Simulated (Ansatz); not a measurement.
This Ansatz (an electronic-structure program) input is the reference run, HgTe in the zinc blende structure (space group F-43m, No. 216), computed with r2SCAN (Ansatz, PAW, spin-orbit coupling left out):

Ansatz 0.2 input:
```yaml
crystal:
  lattice:
    - [0, 3.2863944465, 3.2863944465]
    - [3.2863944465, 0, 3.2863944465]
    - [3.2863944465, 3.2863944465, 0]
  atoms:
    - { symbol: Hg, position: [0, 0, 0] }
    - { symbol: Te, position: [0.25, 0.25, 0.25] }
basis: { ecutwfc: 500, ecutrho_ratio: 4, xc_grid: 4, fft_grid_basis: typed }
kpoints: { mp_grid: { grid: [12, 12, 12] } }
hamiltonian:
  xc: r2scan
  dispersion: none
  pseudopotentials: { kind: paw }
scf: { occupations: { method: fermi_dirac, width: 0.05 }, convergence: { dr2_threshold: 0.0000000002 } }
output: { forces: true, stress: true }
checkpoint: { write: state.ck, write_every: 1000 }
```

Q: Write the input for this change: biaxial strain −2.50 %, plane normal [001], relaxed out of plane (Cartesian); in-plane vectors clamped, the third vector and the atoms free.

A: 
Ansatz 0.2 input:
```yaml
crystal:
  lattice:
    - [4.5314720076, 0, 0]
    - [0, 4.5314720076, 0]
    - [2.2657360038, -2.2657360038, 3.3274743771]
  atoms:
    - { symbol: Hg, position: [0, 0, 0] }
    - { symbol: Te, position: [0.75, 0.75, 0.5] }
basis: { ecutwfc: 500, ecutrho_ratio: 4, xc_grid: 4, fft_grid_basis: typed }
kpoints: { mp_grid: { grid: [12, 12, 12] } }
hamiltonian:
  xc: r2scan
  dispersion: none
  pseudopotentials: { kind: paw }
scf: { occupations: { method: fermi_dirac, width: 0.05 } }
relax: { f_tol: 0.005, max_steps: 50, cell: { stress_tol: 0.01, fix: [a, b, gamma] } }
output: { forces: true, stress: true }
checkpoint: { write: state.ck, write_every: 1000 }
```
This is the input that was run; other choices of cell and start would serve too.

No phonon test of stability was made. The final runs are not spin-polarised.
